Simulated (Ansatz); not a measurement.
# Zr under a change: uniaxial strain ε_zz = −0.50 %

Take Zr in the hcp (Mg type) structure (space group P6_3/mmc, No. 194; a = 3.230 Å, c = 5.179 Å; relaxed with 0.1 eV smearing) as the base. Axes: x lies along a and z along c of the hexagonal cell.

The change: uniaxial strain ε_zz = −0.50 %, all other strain components held at zero; the atoms relax in the strained cell.

All numbers come from PBE, PAW, 420 eV (Ansatz, a program for electronic structure; spin-orbit coupling left out). Settings: 21×21×11 k-points, 0.1 eV Fermi–Dirac smearing.

```json
[
 {"quantity": "volume per atom", "base": "23.40 Å³", "changed": "23.28 Å³", "shift": "-0.12 Å³"},
 {"quantity": "space group", "base": "P6_3/mmc (No. 194)", "changed": "P6_3/mmc (No. 194)", "shift": "–"},
 {"quantity": "shortest interatomic distance", "base": "3.191 Å", "changed": "3.181 Å", "shift": "-0.010 Å"},
 {"quantity": "energy relative to the base (free energy F)", "base": "0 meV/atom", "changed": "+0.3 meV/atom", "shift": "+0.3 meV/atom"},
 {"quantity": "pressure (mean of the normal stresses, compression positive)", "base": "0.0 GPa", "changed": "0.5 GPa", "shift": "+0.5 GPa"},
 {"quantity": "band gap", "base": "zero", "changed": "zero", "shift": "–"},
 {"quantity": "stress (xx, yy, zz, yz, xz, xy; compression positive)", "base": "–", "changed": "(0.3, 0.3, 0.8, 0.0, 0.0, 0.0) GPa", "shift": "–"}
]
```

Final structure:

```yaml
crystal:
  lattice:
    - [3.23041, 0.00000, 0.00000]
    - [-1.61520, 2.79762, 0.00000]
    - [0.00000, 0.00000, 5.15290]
  atoms:
    - { symbol: Zr, position: [0.66667, 0.33333, 0.75000] }
    - { symbol: Zr, position: [0.33333, 0.66667, 0.25000] }
```

Cost of the whole job for the changed cell (relaxation, final SCF and bands): around 18 core-seconds (rough).

No phonon test of stability was made. The final runs are not spin-polarised.
